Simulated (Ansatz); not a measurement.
Input and output of a self-consistent single point for SrGe₂Rh₂ (P1, 5 atoms in the cell) (Ansatz, an electronic-structure program).

Method: PBEsol, PAW files made with PBE (plane waves; Ansatz).

The change in words: atoms moved at random. Reference geometry:
```
CELL_PARAMETERS angstrom
     -2.09918     2.09918     5.42021
      2.09918    -2.09918     5.42021
      2.09918     2.09918    -5.42021
ATOMIC_POSITIONS crystal
  Sr 0.00000 0.00000 0.00000
  Ge 0.63367 0.63367 0.00000
  Ge 0.36633 0.36633 0.00000
  Rh 0.25000 0.75000 0.50000
  Rh 0.75000 0.25000 0.50000
```

Reference input (self-consistent single point, DFT, PBEsol, plane waves, PAW files made with PBE): kpoints.mp_grid.grid = 7 7 7; hamiltonian.xc = pbesol; hamiltonian.pseudopotentials = {kind: paw} (the program's default PAW files); scf.occupations.method = gaussian; scf.occupations.width = 0.05 eV. This run's input differs from it in these lines:

Ansatz 0.2 input:
```diff
@@ -7,7 +7,7 @@
   atoms:
-    - { symbol: Sr, position_ang: [0.000000, 0.000000, 0.000000] }
-    - { symbol: Ge, position_ang: [-0.000000, 0.000000, 6.869243] }
-    - { symbol: Ge, position_ang: [0.000000, -0.000000, 3.971167] }
-    - { symbol: Rh, position_ang: [2.099185, 0.000000, 2.710103] }
-    - { symbol: Rh, position_ang: [0.000000, 2.099185, 2.710103] }
+    - { symbol: Sr, position_ang: [0.054596, -0.025199, 0.011274] }
+    - { symbol: Ge, position_ang: [0.037626, -0.003972, 6.887010] }
+    - { symbol: Ge, position_ang: [-0.024638, 0.020629, 3.947259] }
+    - { symbol: Rh, position_ang: [2.087239, 0.002714, 2.719181] }
+    - { symbol: Rh, position_ang: [-0.055635, 2.105014, 2.695885] }
 kpoints:
```

Output, abridged:

```
SCF iter   1: F=—  HF=-24688.297869 eV  |F-HF|=—  |Δ(HF+E_count)|=         —  Δρ=1.73e-1  dr2=5.68e1  ethr=3.10e-3  ⟨swp⟩=7.6  Hψ=34515  notcnv=0  defer=1
all-band conjugate gradients solve this SCF's bands
preconditioner: auto → Kerker (q_TF=auto, 2.603 Å⁻¹)
SCF iter   2: F=—  HF=-24682.208707 eV  |F-HF|=—  |Δ(HF+E_count)|=    6.09e0  Δρ=6.91e-2  dr2=1.02e1  ethr=3.10e-3  ⟨swp⟩=3.1  Hψ=16681  notcnv=0  defer=377
   [... lines left out ...]
SCF iter   7: F=—  HF=-24680.783075 eV  |F-HF|=—  |Δ(HF+E_count)|=   6.99e-4  Δρ=2.86e-4  dr2=1.14e-4  ethr=2.37e-6  ⟨swp⟩=2.0  Hψ=11718  notcnv=0  defer=488
SCF iter   8: F=—  HF=-24680.783066 eV  |F-HF|=—  |Δ(HF+E_count)|=   8.95e-6  Δρ=6.69e-5  dr2=5.34e-6  ethr=1.59e-7  ⟨swp⟩=2.0  Hψ=9982  notcnv=0  defer=488
SCF iter   9: F=—  HF=-24680.783064 eV  |F-HF|=—  |Δ(HF+E_count)|=   1.78e-6  Δρ=2.17e-5  dr2=5.15e-7  ethr=7.42e-9  ⟨swp⟩=2.0  Hψ=12018  notcnv=0  defer=488
SCF iter  10: F=-24680.783064 eV  HF=-24680.783064 eV  |F-HF|=2.13e-8  |Δ(HF+E_count)|=   3.31e-8  Δρ=5.82e-6  dr2=6.00e-8  ethr=1.39e-10  ⟨swp⟩=13.7  Hψ=40062  notcnv=0
SCF 1 converged in 10 iterations: F = -24680.783064 eV  dr2 = 6.00e-8
Free energy (F): -24680.783064 eV
Internal energy: -24680.780343 eV  (E = F + TS)
E sigma→0 (E₀):  -24680.781704 eV
Entropy (-TS):   -0.002721 eV (-0.544 meV/atom)
Fermi energy:    13.714604 eV
--- Forces (eV/Å), atoms counted from 1 ---
  atom   1  Sr    -0.19497634     0.11688804    -0.04545148
  atom   2  Ge    -0.81381813     0.03540766    -0.40996994
  atom   3  Ge     0.24143565    -0.19729225     0.33282424
  atom   4  Rh    -0.26256542    -0.04248332    -0.09408407
  atom   5  Rh     1.02989820     0.08749437     0.21667900
--- Stress (GPa, compression-positive) ---
       -1.077016      -0.036666       1.564929
       -0.036666      -2.059119      -0.264720
        1.564931      -0.264720      -0.839216
  P = ⅓ Tr σ = -1.3251 GPa (-13.251 kbar)
  The stress holds the Pulay correction. Without it, at fixed plane waves, as pw.x and ABINIT print it: P = -1.3811 GPa
```

The run converged in 10 iterations. Against the reference run the free energy goes up by 12.6 meV/atom, the pressure goes from -2.41 to -1.33 GPa and the largest force goes from 0.058 to 1.056 eV/Å.

The starting cell comes from a database of computed structures (which also holds hypothetical and non-ambient phases and stackings), without a prior relaxation at this level. For this run, on top of that: atoms moved at random. Spin polarisation is off. Forces in this geometry exceed 1 eV/Å. Ansatz's pressure includes its estimate of the finite-basis (Pulay) stress.

Cost on one core of a shared machine: roughly 40 s.
